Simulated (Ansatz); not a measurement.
Results of PBE0 (Ansatz, a first-principles code, plane waves, PAW) for AlN (Fm-3m, No. 225, 2 atoms in the cell; start mp-1330; high-pressure phase).

Run with plane-wave cutoff 500 eV, 10×10×10 k mesh, gaussian smearing 0.02 eV, scalar-relativistic PAW data made under PBE.

Cell (relaxed with r²SCAN):

AlN is taken in the cubic space group Fm-3m (No. 225), the rock salt structure, Pearson symbol cF8. Lattice parameters: a = 4.038 Å, b = 4.038 Å, c = 4.038 Å, α = 90.00°, β = 90.00°, γ = 90.00°. Al on 4b is surrounded by 6 N at 2.019 Å (octahedral). N on 4a is surrounded by 6 Al at 2.019 Å (octahedral). (Neighbours: up to the widest gap in distance over summed covalent radii, below 1.35, at either atom; cation-cation and far metal-metal contacts left out.)
(The calculation used a cell of 2 atoms; values per cell refer to that cell.)

Task: Give the computed band gap.

Result: 
- band gap = 6.83 eV (on the SCF k mesh)

Note: cell and atoms aren't relaxed at this level (pressure -1.5 GPa).

The computed numbers hold no vibrational or temperature effects.

Cost on a shared machine: about 90 core-seconds (a rough figure).

A start named mp-… is a Materials Project structure, which need not be a measured phase.
